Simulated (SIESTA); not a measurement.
Input and output of a self-consistent single point for SiSnPt5 (P1, 7 atoms in the cell) (SIESTA).

Level of theory: SIESTA with LDA PW92, numerical atomic orbitals DZP, PseudoDojo LDA standard norm-conserving potentials (rewritten from UPF to PSML).

The change in words: atoms moved at random. Reference geometry:
```
SiSnPt5
1.0
    4.04672     0.00000     0.00000
    0.00000     4.04672     0.00000
    0.00000     0.00000     7.15583
Si Sn Pt
1 1 5
Direct
  0.00000   0.00000   0.50000
  0.50000   0.50000   0.00000
  0.00000   0.50000   0.29555
  0.00000   0.50000   0.70445
  0.50000   0.00000   0.29555
  0.50000   0.00000   0.70445
  0.00000   0.00000   0.00000
```

Reference input (self-consistent single point, DFT, LDA PW92, numerical atomic orbitals DZP, PseudoDojo LDA standard norm-conserving potentials (rewritten from UPF to PSML)): XC.functional = LDA; XC.authors = PW92; potentials = PseudoDojo LDA standard; PAO.BasisSize = DZP; PAO.EnergyShift = 0.01 Ry; MeshCutoff = 300 Ry; kgrid.MonkhorstPack = 5 5 3; OccupationFunction = FD; ElectronicTemperature = 580.23 K; MaxSCFIterations = 150; SCF.Mixer.Method = Broyden; SCF.Mixer.Weight = 0.25. This run's input differs from it in these lines:

```diff
@@ -19,9 +19,9 @@
 %block AtomicCoordinatesAndAtomicSpecies
-     0.000000000    0.000000000    3.577915000  1
-     2.023359000    2.023359000    0.000000000  2
-     0.000000000    2.023359000    2.114905556  3
-     0.000000000    2.023359000    5.040924443  3
-     2.023359000    0.000000000    2.114905556  3
-     2.023359000    0.000000000    5.040924443  3
-     0.000000000    0.000000000    0.000000000  3
+    -0.025142259    0.049746304    3.528189137  1
+     2.012177918    2.018992591    0.003313149  2
+     0.036052211    2.023901260    2.155643697  3
+    -0.007085803    2.050678393    5.047049834  3
+     2.029481684   -0.005252640    2.054309988  3
+     2.017899977   -0.064577526    5.029017142  3
+     0.006693272   -0.003411383    0.072059208  3
 %endblock AtomicCoordinatesAndAtomicSpecies
```

Output, abridged:

```
        iscf     Eharris(eV)        E_KS(eV)     FreeEng(eV)     dDmax    Ef(eV) dHmax(eV)
   scf:    1   -19926.633916   -20001.160468   -20001.180657  0.916847 -0.612294 15.338935
   scf:    2   -20044.042298   -20030.133797   -20030.142559  0.654556 -2.298268  5.462863
   scf:    3   -20029.958310   -20031.133334   -20031.136703  0.127258 -2.794621  3.723691
   scf:    4   -20031.766371   -20031.863632   -20031.866376  0.072666 -2.843802  1.813918
   scf:    5   -20031.975995   -20031.953973   -20031.959535  0.033297 -2.873487  1.058658
   [... 7 lines left out ...]
   scf:   13   -20032.006803   -20032.006804   -20032.011783  0.000035 -2.976285  0.000577
   scf:   14   -20032.006803   -20032.006804   -20032.011783  0.000018 -2.976356  0.000298
   scf:   15   -20032.006803   -20032.006803   -20032.011783  0.000010 -2.976403  0.000179
   scf:   16   -20032.006803   -20032.006803   -20032.011783  0.000006 -2.976433  0.000109
SCF Convergence by DM+H criterion
max |DM_out - DM_in|         :     0.0000055035
max |H_out - H_in|      (eV) :     0.0001091627
SCF cycle converged after 16 iterations

Using DM_out to compute the final energy and forces

siesta: E_KS(eV) =           -20032.0068

siesta: E_KS - E_eggbox =    -20032.0068

siesta: Atomic forces (eV/Ang):
     1    0.165145   -0.327295    0.621633
     2    0.102667   -0.090522   -0.239859
     3   -0.212992    0.224084   -0.228148
     4    0.013477   -0.515816    0.133885
     5    0.090750    0.004388    0.454400
     6   -0.069044    0.623843    0.005836
     7   -0.082584    0.087008   -0.722864
   Tot    0.007417    0.005690    0.024882
   Max    0.722864
   Res    0.321791    sqrt( Sum f_i^2 / 3N )
   Max    0.722864    constrained

   [... lines left out ...]
siesta: FreeEng =    -20032.011783
siesta: Cell volume =        117.183347 Ang**3
siesta:        -165.85100683       -177.73322542  kBar
   [... lines left out ...]

              0.072   0.114   0.108

mulliken: Qtot =      108.000

Mulliken Atomic Populations:
Atom #   charge [q] valence [e]  Species
     1    -0.524513    4.524513  Si
     2    -1.148685   15.148685  Sn
     3     0.392291   17.607709  Pt
     4     0.310926   17.689074  Pt
     5     0.333355   17.666645  Pt
     6     0.334907   17.665093  Pt
     7     0.301720   17.698280  Pt
 Total    -0.000000
```

The run converged in 16 iterations. Against the reference run the free energy rises by 14.2 meV/atom, the pressure goes from -17.06 to -16.59 GPa and the largest force goes from 0.033 to 0.733 eV/Å.

The starting cell comes from a database of computed structures (which also holds hypothetical and non-ambient phases and stackings), without a prior relaxation at this level. Its lattice was rescaled by a random factor within 2.5 % of one. For this run, on top of that: atoms moved at random. Spin polarisation is off. Values carry the incompleteness of an atom-centred basis. With a pressure of about -17 GPa the cell is away from its equilibrium volume at this level.

Cost on one core of a shared machine: roughly 40 s.
